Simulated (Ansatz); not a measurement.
# TaN (model structure, started from the NbAs type, I4₁md, No. 109, 4 atoms in the cell)

Level of theory: r²SCAN+rVV10 (Ansatz, a quantum-chemistry and plane-wave program, PAW).

Run with plane-wave cutoff 560 eV, 18×18×18 k mesh, Fermi–Dirac smearing 0.01 eV, scalar-relativistic PAW data made under PBE.

Cell (relaxed at this level):

```xyz
4
Lattice="-1.4481 1.4481 5.1081 1.4481 -1.4481 5.1081 1.4481 1.4481 -5.1081" Properties=species:S:1:pos:R:3 pbc="T T T"
Ta     0.0000     0.0000     5.0957
Ta     1.4481     0.0000     2.5416
N      0.0000     0.0000     9.3705
N      0.0000     1.4481     1.7083
```

| Item | Value |
|---|---|
| band gap | 0.80 eV (on the SCF k mesh) |
| Γ–Γ gap | 5.19 eV |

Note: the relaxation could raise the start's symmetry but not lower it, so the cell can be a saddle point.

Spin–orbit coupling is not included.

The computed numbers hold no vibrational or temperature effects.

It cost very roughly 6 core-minutes of CPU time.

A model structure was made by putting elements into a prototype or built by hand; it is no filed structure, need not be a known phase, and can be a saddle point held by its symmetry.
